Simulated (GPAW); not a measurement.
GPAW run on VOF₃ (C2, 10 atoms in the cell): self-consistent single point

Level of theory: LDA (Perdew-Wang 92), GPAW PAW datasets LDA (gpaw-data 1.0.1) (plane waves; GPAW).

Input:

```python
from ase import Atoms
from ase.units import GPa
from gpaw import GPAW, PW

atoms = Atoms(['V', 'V', 'O', 'O', 'F', 'F', 'F', 'F', 'F', 'F'],
              cell=[[4.719137, -2.892760, 0.000000],
                    [4.719137, 2.892760, 0.000000],
                    [-0.152730, 0.000000, 4.866996]],
              scaled_positions=[[0.668840, 0.331160, 0.500000],
                                [0.363190, 0.636810, 0.000000],
                                [0.674180, 0.506180, 0.206720],
                                [0.493820, 0.325820, 0.793280],
                                [0.739060, 0.018800, 0.367100],
                                [0.981200, 0.260940, 0.632900],
                                [0.510060, 0.719320, 0.689960],
                                [0.280680, 0.489940, 0.310040],
                                [0.277400, 0.967760, 0.102870],
                                [0.032240, 0.722600, 0.897130]],
              pbc=True)

calc = GPAW(mode=PW(950),
            xc='LDA',
            kpts=(3, 3, 3),
            occupations={'name': 'methfessel-paxton', 'width': 0.05, 'order': 0},
            nbands=-6,
            convergence={'forces': 0.001, 'bands': -4},
            symmetry={'symmorphic': False, 'tolerance': 0.0005},
            maxiter=120,
            txt='-')

atoms.calc = calc

energy = atoms.get_potential_energy()
print('Energy (eV):', round(energy, 6))
forces = atoms.get_forces()
print('Forces (eV/Ang):')
print(forces.round(5))
stress = atoms.get_stress()
print('Stress (GPa, Voigt):', (stress / GPa).round(4))
```

Output, abridged:

```
Input parameters:
  convergence: {bands: -4,
                forces: 0.001}
  kpts: [3 3 3]
  maxiter: 120
  mode: {ecut: 950.0,
         name: pw}
  nbands: -6
  occupations: {name: methfessel-paxton,
                order: 0,
                width: 0.05}
  symmetry: {symmorphic: False,
             tolerance: 0.0005}

species:
  V:
    name: Vanadium
    Z: 23.0
    valence: 13
    core: 10
    charge: 0.0
    file: V.LDA.gz

    # Using partial waves for V as LCAO basis

  O:
    name: Oxygen
    Z: 8.0
    valence: 6
    core: 2
    charge: 0.0
    file: O.LDA.gz

    # Using partial waves for O as LCAO basis

  F:
    name: Fluorine
    Z: 9.0
    valence: 7
    core: 2
    charge: 0.0
    file: F.LDA.gz

    # Using partial waves for F as LCAO basis

Reference energy: -71784.772559  # eV

Spin-paired calculation

Convergence criteria:
 Maximum [total energy] change in last 3 cyles: 0.0005 eV / valence electron
 Maximum integral of absolute [dens]ity change: 0.0001 electrons / valence electron
 Maximum integral of absolute [eigenst]ate change: 4e-08 eV^2 / valence electron
 Maximum change in the atomic [forces] across last 2 cycles: 0.001 eV/Ang OR
Maximum error relative to the maximum force is below inf
 Maximum number of scf [iter]ations: 120

Symmetries present (total): 2
Symmetries with fractional translations: 0
27 k-points: 3 x 3 x 3 Monkhorst-Pack grid
10 k-points in the irreducible part of the Brillouin zone
       k-points in crystal coordinates                weights
   0:     0.00000000    0.00000000    0.00000000          1/27
   1:     0.00000000    0.00000000    0.33333333          2/27
   2:     0.33333333   -0.33333333    0.00000000          2/27
   3:     0.33333333   -0.33333333    0.33333333          4/27
   4:     0.33333333    0.00000000   -0.33333333          4/27
   5:     0.33333333    0.00000000    0.00000000          4/27
   6:     0.33333333    0.00000000    0.33333333          4/27
   7:     0.33333333    0.33333333   -0.33333333          2/27
   8:     0.33333333    0.33333333    0.00000000          2/27
   9:     0.33333333    0.33333333    0.33333333          2/27

Wave functions: Plane wave expansion
  Cutoff energy: 950.000 eV
  Number of coefficients (min, max): 8820, 8867
  Pulay-stress correction: 0.000000 eV/Ang^3 (de/decut=0.000000)

Occupation numbers: Methfessel-Paxton:
  width: 0.0500  # eV
  order: 0

Eigensolver

Densities:
  Coarse grid: 40*40*35 grid
  Fine grid: 80*80*70 grid
  Total Charge: 0.000000

Density mixing:
  Method: separate
  Backend: pulay
  Linear mixing parameter: 0.05
  old densities: 5
  Damping of long wavelength oscillations: 50

Hamiltonian:
  XC and Coulomb potentials evaluated on a 80*80*70 grid
  External potential:
    NoExternalPotential

Number of atoms: 10
Number of atomic orbitals: 58
Number of bands in calculation: 46
Number of valence electrons: 80
Bands to converge: 42

Density initialized from atomic densities
  46 bands from LCAO basis set

Atomic positions and initial magnetic moments

Positions:
   0 V      4.642772   -0.976827    2.433498    ( 0.0000,  0.0000,  0.0000)
   1 V      4.719137    0.791517    0.000000    ( 0.0000,  0.0000,  0.0000)
   2 O      5.538708   -0.485984    1.006105    ( 0.0000,  0.0000,  0.0000)
   3 O      3.746836   -0.485984    3.860891    ( 0.0000,  0.0000,  0.0000)
   4 F      3.520378   -2.083539    1.786674    ( 0.0000,  0.0000,  0.0000)
   5 F      5.765166   -2.083539    3.080322    ( 0.0000,  0.0000,  0.0000)
   6 F      5.696235    0.605339    3.358033    ( 0.0000,  0.0000,  0.0000)
   7 F      3.589309    0.605339    1.508963    ( 0.0000,  0.0000,  0.0000)
   8 F      5.860369    1.997046    0.500668    ( 0.0000,  0.0000,  0.0000)
   9 F      3.425175    1.997046    4.366328    ( 0.0000,  0.0000,  0.0000)

Unit cell:
           periodic     x           y           z      points  spacing
  1. axis:    yes    4.719137   -2.892760    0.000000    40     0.1233
  2. axis:    yes    4.719137    2.892760    0.000000    40     0.1233
  3. axis:    yes   -0.152730    0.000000    4.866996    35     0.1391

  Lengths:   5.535189   5.535189   4.869392
  Angles:   91.532337  91.532337  63.015342

Effective grid spacing dv^(1/3) = 0.1334

     iter     time        total  log10-change:
                         energy   eigst   dens  force
iter:   1 --:--:--   -81.119215   +0.49
iter:   2 --:--:--   -77.085065   -0.54  -1.11
iter:   3 --:--:--   -72.406842   +0.36  -1.17
iter:   4 --:--:--   -70.888569   -1.07  -1.37
iter:   5 --:--:--   -70.891115   -1.86  -1.51
iter:   6 --:--:--   -70.527651   -1.19  -1.53
iter:   7 --:--:--   -70.531531   -1.88  -1.93
iter:   8 --:--:--   -70.520817c  -1.41  -2.07
iter:   9 --:--:--   -70.496366c  -1.67  -2.18
iter:  10 --:--:--   -70.479190   -2.60  -2.27
iter:  11 --:--:--   -70.456380c  -2.06  -2.38
iter:  12 --:--:--   -70.454518c  -3.33  -2.83
iter:  13 --:--:--   -70.453282c  -3.42  -2.94
iter:  14 --:--:--   -70.452984c  -3.95  -2.98
iter:  15 --:--:--   -70.452778c  -4.02  -2.98
iter:  16 --:--:--   -70.452895c  -4.84  -3.06
iter:  17 --:--:--   -70.452733c  -4.21  -3.09
iter:  18 --:--:--   -70.452654c  -4.85  -3.37
iter:  19 --:--:--   -70.452586c  -4.99  -3.61
iter:  20 --:--:--   -70.452569c  -4.98  -3.77
iter:  21 --:--:--   -70.452568c  -5.57  -3.93
iter:  22 --:--:--   -70.452565c  -6.44  -4.12c
iter:  23 --:--:--   -70.452563c  -6.21  -4.21c
iter:  24 --:--:--   -70.452562c  -6.38  -4.33c
iter:  25 --:--:--   -70.452562c  -7.13  -4.43c
iter:  26 --:--:--   -70.452562c  -7.33  -4.45c
iter:  27 --:--:--   -70.452562c  -7.20  -4.51c
iter:  28 --:--:--   -70.452562c  -6.91  -4.67c
iter:  29 --:--:--   -70.452561c  -7.88c -4.80c
iter:  30 --:--:--   -70.452561c  -7.20  -5.00c
iter:  31 --:--:--   -70.452561c  -7.91c -5.32c -2.50
iter:  32 --:--:--   -70.452561c  -8.74c -5.46c -3.35c

Converged after 32 iterations.

Dipole moment: (0.000000, 1.682058, -0.000000) |e|*Ang

Energy contributions relative to reference atoms: (reference = -71784.772559)

Kinetic:        +44.193703
Potential:      -59.501491
External:        +0.000000
XC:             -55.157126
Entropy (-ST):   -0.000000
Local:           +0.012353
SIC:             +0.000000
--------------------------
Free energy:    -70.452561
Extrapolated:   -70.452561

Showing only first 2 kpts
 Kpt  Band  Eigenvalues  Occupancy
  0    38     -1.60909    2.00000
  0    39     -1.21523    2.00000
  0    40      1.09551    0.00000
  0    41      1.13416    0.00000

  1    38     -1.69497    2.00000
  1    39     -1.29829    2.00000
  1    40      1.06029    0.00000
  1    41      1.18577    0.00000

Fermi level: -0.65651

Gap: 2.211 eV
Transition (v -> c):
  (s=0, k=0, n=39, [0.00, 0.00, 0.00]) -> (s=0, k=3, n=40, [0.33, -0.33, 0.33])
Direct/indirect transitions are different
Direct gap: 2.311 eV
Transition at: (s=0, k=0, n=39, [0.00, 0.00, 0.00])
Energy (eV): -70.452561

Forces in eV/Ang:
  0 V     0.00000   -0.56706    0.00000
  1 V     0.00000    0.15292    0.00000
  2 O    -0.36357    0.13659    0.28698
  3 O     0.36357    0.13659   -0.28698
  4 F     0.49074    0.52296    0.19679
  5 F    -0.49074    0.52296   -0.19679
  6 F    -0.17260   -0.10015    0.03149
  7 F     0.17260   -0.10015   -0.03149
  8 F    -0.25831   -0.35223   -0.30792
  9 F     0.25831   -0.35223    0.30792

Stress tensor:
     0.035580    -0.000000     0.003776
    -0.000000     0.037990    -0.000000
     0.003776    -0.000000     0.038373
Stress (GPa, Voigt): [ 5.7006  6.0867  6.1481 -0.      0.6049 -0.    ]
```

The run converged in 32 iterations. GPAW prints stress with tension positive.

At such cutoffs GPAW's stress carries a finite-basis (Pulay) error, which enters relaxed cells too; its log prints stress with tension positive.

The starting cell comes from a database of computed structures (which also holds hypothetical and non-ambient phases and stackings), without a prior relaxation at this level. Its lattice was rescaled by a random factor within 2.5 % of one.

Cost on one core of a shared machine: roughly 3 min.
